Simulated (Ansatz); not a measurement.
Given:

End structure of Mo on a Ru site (surface) in a 3x3 cell of the 1x1 (0001) surface of hcp Ru:

```
CELL_PARAMETERS angstrom
      8.16420     0.00000     0.00000
     -4.08210     7.07041     0.00000
      0.00000     0.00000    25.50000
ATOMIC_POSITIONS crystal
  Ru 0.22222 0.11111 0.37633
  Ru 0.22222 0.44444 0.37633
  Ru 0.22222 0.77778 0.37633
  Ru 0.55556 0.11111 0.37633
  Ru 0.55556 0.44444 0.37633
  Ru 0.55556 0.77778 0.37633
  Ru 0.88889 0.11111 0.37633
  Ru 0.88889 0.44444 0.37633
  Ru 0.88889 0.77778 0.37633
  Ru 0.11111 0.22222 0.45777
  Ru 0.11034 0.55502 0.45751
  Ru 0.11034 0.88865 0.45751
  Ru 0.44468 0.22299 0.45751
  Ru 0.44468 0.55502 0.45751
  Ru 0.44444 0.88889 0.45764
  Ru 0.77831 0.22299 0.45751
  Ru 0.77778 0.55556 0.45809
  Ru 0.77831 0.88865 0.45751
  Ru 0.22164 0.11170 0.54276
  Ru 0.22164 0.44327 0.54276
  Ru 0.22243 0.77788 0.54215
  Ru 0.55545 0.11091 0.54215
  Ru 0.55515 0.44424 0.54300
  Ru 0.55545 0.77788 0.54215
  Ru 0.89006 0.11170 0.54276
  Ru 0.88909 0.44424 0.54300
  Ru 0.88909 0.77819 0.54300
  Mo 0.11111 0.22222 0.62440
  Ru 0.11012 0.55678 0.62413
  Ru 0.11012 0.88667 0.62413
  Ru 0.44667 0.22322 0.62413
  Ru 0.44667 0.55678 0.62413
  Ru 0.44444 0.88889 0.62320
  Ru 0.77655 0.22322 0.62413
  Ru 0.77778 0.55556 0.62448
  Ru 0.77655 0.88667 0.62413
```

Set-up: 36 atoms, 6.3 Å thick at the start (thin: gaps and levels are the slab's own); mesh 4x4x1; 0.1 eV smearing; dipole correction on; 9 atoms held, the rest relaxed; start symmetry kept, larger cells not searched; no spin, no spin-orbit, no U.

Task: What is the computed change of the work function (Ansatz (a first-principles code) with PBE)?

Result: -0.036 eV

Task: Give the formation energy against bcc Mo, hcp Ru at the level PBE.

Result: -20 kJ/mol

Task: Give the work function of the top face at the level PBE.

Result: 4.96 eV

Task: Predict the change of the step from the bottom to the top vacuum level, against the clean slab from PBE.

Result: -0.040 eV
